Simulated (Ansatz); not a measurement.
# Alloy series in hypothetical fluorite TeO2

The parent structure is TeO2 in the fluorite structure (space group Fm-3m, No. 225; a = 5.3238 Å; a hypothetical phase, not in the database extracts checked).

The other end (x = 1) is TeF2 in the fluorite structure (space group Fm-3m, No. 225; a hypothetical phase, not in the database extracts checked): 16.56 Å³/atom, gap zero; this end may not be an ambient phase.

F replaces a fraction x of O; each row is one arrangement (x, atoms in the cell, starting space group or random), fully relaxed.

All numbers come from PBEsol (Ansatz, a quantum-chemistry and plane-wave program; PAW; 420 eV plane waves; no spin-orbit coupling).

Notes on the quantities. mixing energy: to 0.01 eV only: unlike meshes or grids; against an end that may be hypothetical; deviation of the volume from the linear: Vegard-type) interpolation.

| case | mixing energy | deviation of the volume from the linear |
|---|---|---|
| x(F) = 0.25, 6 atoms, P-4m2 | -0.01 eV/atom | -1.1 % |
| x(F) = 0.5, 6 atoms, P4_2/mmc | ___ | ___ |
| x(F) = 0.5, 6 atoms, R-3m | -0.13 eV/atom | +1.6 % |
| x(F) = 0.75, 6 atoms, P-4m2 | +0.02 eV/atom | -0.5 % |

Problem. Fill in the withheld entries from the trend.

Solution. 
- x(F) = 0.5, 6 atoms, P4_2/mmc, mixing energy: +0.07 eV/atom
- x(F) = 0.5, 6 atoms, P4_2/mmc, deviation of the volume from the linear: -1.9 %

These are small ordered cells, not random alloys; other orderings at the same x differ. Spin-orbit coupling, missing from the scalar runs, can matter with Te. Stability against distortions was not tested. All final runs are without spin polarisation. An odd electron count without spin: Te2O3F and Te2OF3. Te2OF3 has a high density of states at the Fermi level and may be magnetic at this level. The zero or small gap of TeF2 can change with the level of theory.
